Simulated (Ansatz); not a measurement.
These are PBE (plane waves to 420 eV, PAW; Ansatz, a quantum-chemistry and plane-wave program) values and carry that method's errors.

Host crystal: corundum, with a band gap (PBE, scalar-relativistic without spin-orbit coupling).

Electrostatic potential energy of an electron, averaged over planes parallel to the surface, in eV from the Fermi level, for F on the 1x1 (0001) surface of corundum (cut with top plane Al), one in a 1x1 cell, started at the site 'top O':

(z (Å), V (eV)): (6.02, 6.23); (6.30, 6.23); (6.59, 6.23); (6.88, 6.23); (7.16, 6.23); (7.45, 6.23); (7.73, 6.23); (8.02, 6.22); (8.31, 6.20); (8.59, 6.15); (8.88, 6.02); (9.17, 5.71); (9.45, 4.87); (9.74, 2.94); (10.03, -2.17); (10.31, -7.09); (10.60, -9.27); (10.89, -7.82); (11.17, -4.07); (11.46, -2.80); (11.74, -2.17); (12.03, -2.45); (12.32, -5.01); (12.60, -6.52); (12.89, -5.56); (13.18, -2.56); (13.46, -1.20); (13.75, -1.41); (14.04, -1.34); (14.32, -3.16); (14.61, -6.08); (14.90, -6.65); (15.18, -4.69); (15.47, -1.85); (15.76, -1.49); (16.04, -1.66); (16.33, -2.58); (16.61, -6.04); (16.90, -7.68); (17.19, -5.91); (17.47, -1.26); (17.76, 2.40); (18.05, 3.13); (18.33, 4.11); (18.62, 5.85); (18.91, 6.26); (19.19, 5.74); (19.48, 6.04); (19.77, 7.38); (20.05, 9.20); (20.34, 9.73); (20.62, 9.87); (20.91, 9.91); (21.20, 9.92); (21.48, 9.93); (21.77, 9.93); (22.06, 9.93); (22.34, 9.93); (22.63, 9.93); (22.92, 9.93); (23.20, 9.93); (23.49, 9.93); (23.78, 9.93)

Slab: 21 atoms, 6.7 Å thick at the start under the adsorbate (thin: gaps and levels are the slab's own); k 6x6x1, smearing 0.01 eV, dipole-corrected; 9 atoms held, the rest relaxed; no symmetry held; spin-polarised, ending with about 1.0 μB a cell, a value that depends on the mesh; orders that need a larger cell were not tried, no spin-orbit, no U, no dispersion correction. The slab shows no gap over 0.04 eV on its mesh. At the end it is bonded to Al. In PBE it is, or lies within 0.03 eV of, the lowest of the starts that converged.

**Question.** The surface cell has an area of 20.03 Å². What dipole along the normal does the step between the two vacuum levels imply?

**Answer.** the top vacuum level lies 3.70 eV above the bottom one; p = −ε₀ A ΔV (ε₀ = 0.005526 e/(V·Å)) gives -0.41 e·Å a cell.
